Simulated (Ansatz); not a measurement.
Functionals compared on the (30-32) surface of hcp Be in its 1x1 cell, outermost plane spacing 0.61 Å in the ideal cut, in Ansatz (plane waves, PAW). The structure was relaxed with PBE; the other rows are single points on it, each with its references at the same level. Cutoff 420 eV (500 eV for r2SCAN).

Set-up: 36 atoms, 10.4 Å thick at the start (thin: gaps and levels are the slab's own); mesh 16x4x1; 0.1 eV smearing; dipole correction on; all atoms relaxed; held to the start's symmetry, so lower structures may exist; no spin, no spin-orbit, no U. These notes are the PBE run's.

| functional | surface energy (J/m²) | work function of the top face (eV) | rough cost of the single point |
|---|---|---|---|
| PBE | 1.92 | 4.91 | – |
| LDA | ___ | ___ | around 110 core-seconds (rough) |
| PBEsol | 2.10 | 4.97 | roughly 100 core-seconds |
| RPBE | 1.77 | 4.83 | about 100 core-seconds (a rough figure) |
| r2SCAN | 1.98 | 4.94 | about 3 core-minutes (a rough figure) |

**Question.** Complete the blanks.

**Answer.** 
- LDA, surface energy (J/m²): 2.19
- LDA, work function of the top face (eV): 5.09

Ansatz is a quantum-chemistry and plane-wave program.
